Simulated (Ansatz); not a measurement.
The parent structure is TiAl (space group P4/mmm, No. 123; a = 2.796 Å, c = 4.038 Å; relaxed with 0.1 eV smearing). Axes: x, y, z lie along a, b, c of the conventional cell.

Computed with PBEsol/PAW in Ansatz (a program for electronic structure), spin-orbit coupling left out.

Base values:

The pressure is 0.0 GPa.

The change: tensile biaxial strain of 1.00 % in the plane normal to [001], as in epitaxy on a mismatched substrate; the out-of-plane cell vector and the atoms relax.

Problem. Predict the new out-of-plane strain.

Solution. The out-of-plane strain amounts to -1.07 %.

Problem. How does this affect the pressure?

Solution. The pressure (mean of the normal stresses, compression positive) goes from zero to -1.1 GPa.

Stability against distortions was not tested. All final runs are without spin polarisation.
